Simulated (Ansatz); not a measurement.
The parent structure is PbS (space group P6_3/mmc, No. 194; a = 4.951 Å, c = 5.916 Å; a hypothetical phase, not in the database extracts checked).

Modification: O takes the place of S on all its sites, then cell and atoms are relaxed.

Levels (all Ansatz, a first-principles code, PAW): PBEsol (420 eV, no SOC); r2SCAN (500 eV, no spin-orbit coupling); HSE06 (420 eV, no spin-orbit coupling).

At the geometry relaxed with PBEsol, these levels gave the following band gaps, in shuffled order: (a) 1.93 eV, (b) 1.20 eV, (c) 1.47 eV.

Task: Match each gap to its level.

Result: (a) HSE06; (b) PBEsol; (c) r2SCAN.

Single points use the geometry relaxed with PBEsol. The hybrid gap comes from the SCF mesh plus the semilocal run's edge points and a few special points and is an upper bound. With Pb present, leaving out spin-orbit coupling can change the band edges. Stability against distortions was not tested. As relaxed here, PbO is a hypothetical phase, not in the database extracts checked. The base started in P6_3mc and relaxed to P6_3/mmc at this level.
